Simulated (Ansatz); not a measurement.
A15 Nb3Sn (cubic form, which distorts at low temperature) was calculated with LDA in Ansatz (PAW).

Numerical settings: plane-wave cutoff 500 eV, 10×10×10 k mesh, Fermi–Dirac smearing 0.1 eV, no spin polarisation, scalar-relativistic PAW data made under PBE.

Computed at the level's own relaxed cell.

**Question.** Predict the volume per atom and equilibrium lattice constant a.

**Answer.** 
- volume per atom = 17.80 Å³/atom
- equilibrium lattice constant a = 5.222 Å

Measured, for comparison: equilibrium volume per atom 18.49 Å³/atom, lattice constant a 5.289 Å (temperature not stated, no zero-point or thermal correction; as tabulated in Priinits et al. (2024), arXiv:2406.00817). Computed (rounded) less measured: equilibrium volume per atom -3.7 %, lattice constant a -1.3 %. A static lattice is as a rule a little smaller and stiffer than an uncorrected measurement, which narrows the difference in the lattice constant a and would widen misses of the other sign.

Note: symmetry holds this phase in the static calculation, where it need not be a minimum.

Spin–orbit coupling is not included.

The computed numbers hold no vibrational or temperature effects.

Cost on a shared machine: around 4 core-minutes (rough).

Ansatz is a quantum-chemistry and plane-wave program.
